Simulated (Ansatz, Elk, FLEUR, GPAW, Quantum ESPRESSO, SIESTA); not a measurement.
# I (Cmce, 4 atoms in the cell) computed with different codes at matched settings

Self-consistent single point.

```
CELL_PARAMETERS angstrom
      2.39500    -3.63500     0.00000
      2.39500     3.63500     0.00000
      0.00000     0.00000     9.79000
ATOMIC_POSITIONS crystal
  I  0.84600 0.84600 0.88300
  I  0.65400 0.65400 0.38300
  I  0.34600 0.34600 0.61700
  I  0.15400 0.15400 0.11700
```

Shared settings, as Ansatz (an electronic-structure program) writes them: kpoints.mp_grid.grid = 6 6 3; scf.occupations.method = fermi_dirac; scf.occupations.width = 0.02 eV. Potentials and cutoffs stand in the table.

```csv
code,model,pressure (GPa),largest force (eV/Å),gap on the mesh (eV),cutoff
Ansatz,"PBE, default PAW files",1.03,0.479,1.221,default
GPAW,"PBE, GPAW PAW datasets PBE (gpaw-data 1.0.1)",1.25,0.594,1.207,600 eV
Quantum ESPRESSO,"PBE, PseudoDojo standard norm-conserving (PBE) pseudopotentials",0.92,0.441,1.197,70 Ry
Elk,"PBE, all-electron FP-LAPW, Elk's shipped species files, APW+lo basis with extra local orbitals",–,–,1.228,rgkmax 7.5
FLEUR,"PBE, all-electron FLAPW (FLEUR), scalar-relativistic valence",–,0.496,1.221,Kmax 4.2 1/bohr
SIESTA,"GGA PBE, numerical atomic orbitals DZP, PseudoDojo PBE standard norm-conserving potentials (rewritten from UPF to PSML)",0.91,0.997,1.067,grid 400 Ry
```

A dash marks a value that a program does not give, or that is left out as unsure.

Gaps are read on the mesh.

On Ansatz's run: spin-orbit coupling is off.

The spread over the programs that give each value: pressure within 0.34 GPa; largest force within 0.556 eV/Å; gap on the mesh within 0.161 eV.

SIESTA uses small atom-centred bases, whose incompleteness enters pressures, forces and empty levels differently from a plane-wave cutoff. Elk and FLEUR treat all electrons, but the usual bases taken here (sphere radii, linearisation, local orbitals, empty states) were not tested for convergence, so the values are no reference for the others. Ansatz's pressure is given at a fixed set of plane waves, as the other plane-wave codes print theirs. In the gap, SIESTA (by 0.140) lies more than 0.12 eV from the median of the plane-wave programs. In the force vectors, GPAW (by 0.116) and SIESTA (by 0.523) lie more than 0.08 eV/Å from the median of the plane-wave programs.

On the base mesh (3 3 2) the same programs gave: Ansatz pressure 1.01 GPa, gap on the mesh 1.269 eV; Quantum ESPRESSO pressure 0.90 GPa, gap on the mesh 1.245 eV; GPAW pressure 1.23 GPa, gap on the mesh 1.255 eV; Elk gap on the mesh 1.276 eV; FLEUR gap on the mesh 1.269 eV; SIESTA pressure 0.93 GPa, gap on the mesh 1.115 eV.

The starting cell has typed, rounded lattice constants, without a prior relaxation at this level.

Left out of this page: ABINIT (with a known weakness of the program); CP2K (on another mesh).

Keys are those of Ansatz 0.2.
